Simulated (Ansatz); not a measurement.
**WC: energy against volume**

WC (WC type, P-6m2, 10.415 Å³/atom and stress up to 0.01 GPa in the relaxed cell, c along z) under hydrostatic pressure, with the cell free. r2SCAN in Ansatz, a plane-wave DFT program (PAW, default set), 500 eV, 18×18×16 Γ-centred mesh, Fermi-Dirac smearing 0.05 eV; ions are relaxed, or left where forces stay under 0.02 eV/Å, within the symmetry of each cell.

Here V stands for volume and E for E less E0.

```
volume (Å³/atom)  E less E0 (meV/atom)  pressure (GPa)
----------------  --------------------  --------------
10.4679                           0.33           -2.00
10.4414                           0.08           -1.00
10.4153                           0.00            0.00
10.3920                           0.06            0.90
10.3614                           0.35            2.10
10.3016                           1.57            4.50
10.1941                           6.08            8.99
10.0589                          16.16           15.01
9.7569                               ?               ?
```

The 8 complete rows are fitted with the third-order Birch-Murnaghan form, a cubic in V^(-2/3), E against V. With u = V^(-2/3) - 0.2109, the rows have u = -0.0019253, -0.0015719, -0.0012223, -0.0009091, -0.0004958, 0.0003177, 0.0018000, 0.0037016. Least squares gives E = 0.989 + 1626.1·u + 667227·u² + 193867·u³. Residuals (row less fit): 0.000, -0.001, 0.002, -0.002, 0.003, -0.003, 0.001, 0.000; standard error 0.003 (degrees of freedom: 4). Its minimum lies at u = -0.0012192, so V0 = (0.2096808)^(-3/2) = 10.42. There d²E/du² = 1333000 and d³E/du³ = 1163000, so B0 = (4/9) × 10.42^(-7/3) × 1333000 × 0.160218 = 401 GPa (the last factor turns the table's units into GPa), and B0' = 4 + (2/3) × 0.2096808 × (1163000)/1333000 = 4.1. B0' rests on the cubic coefficient alone and has a standard error of 0.1 from these residuals.

Question: Estimate the missing E (V = 9.7569); what did the run itself give?

Answer: u = 0.0081074, so E = 0.989 + 1626.1 × 0.0081074 + 667227 × 0.0081074² + 193867 × 0.0081074³ = 58.133 meV/atom. The calculation gives 58.18 meV/atom, 0.047 meV/atom above the prediction (0.1 % of the range of E in the table). The row lies outside the fitted rows, so this is an extrapolation. The scatter of the fitted rows lies at the last printed digit.

In a metal these values are sensitive to mesh and smearing; energies are taken to zero smearing, stresses follow the free energy. Spin-orbit coupling is left out, which can shift these values for the heavy elements here. Other structures, which can take over under pressure, weren't tried. The same form fitted to the pressure column gives B0' = 4.2; series where the two differ by over 0.4 aren't shown. Rows are the converged runs of the series near zero and its far end, less any whose ions stayed unrelaxed beside relaxed ones; series whose fitted rows scatter by over a few per cent of the range, as at a crossing or softening among them, aren't shown in this form.
